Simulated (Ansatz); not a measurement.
The parent structure is TlBr in the CsCl type structure (space group Pm-3m, No. 221; a = 3.915 Å).

All numbers come from plane-wave PAW DFT at the PBEsol level (Ansatz, a program for electronic structure, 420 eV), spin-orbit coupling left out, earlier PAW set.

One change was made to it. Results:

The density increases by 0.97 g/cm³ (7.87 g/cm³ → 8.84 g/cm³); the shortest interatomic distance shrinks by 0.111 Å, from 3.390 Å to 3.279 Å; the band gap goes from 1.59 eV to zero.

Q: Which of these changes matches the shifts?
A. Tl → Bi
B. Tl → B
C. Br → As

A: A, Tl → Bi. For comparison, the density in the other runs: Tl → B gives 4.24 g/cm³; Br → As gives 9.94 g/cm³.

Spin-orbit coupling, missing from the scalar runs, can matter with Tl. Whether these cells are dynamically stable was not tested. As relaxed here, BiBr, BBr and TlAs are hypothetical phases, not in the database extracts checked. All final runs are without spin polarisation.
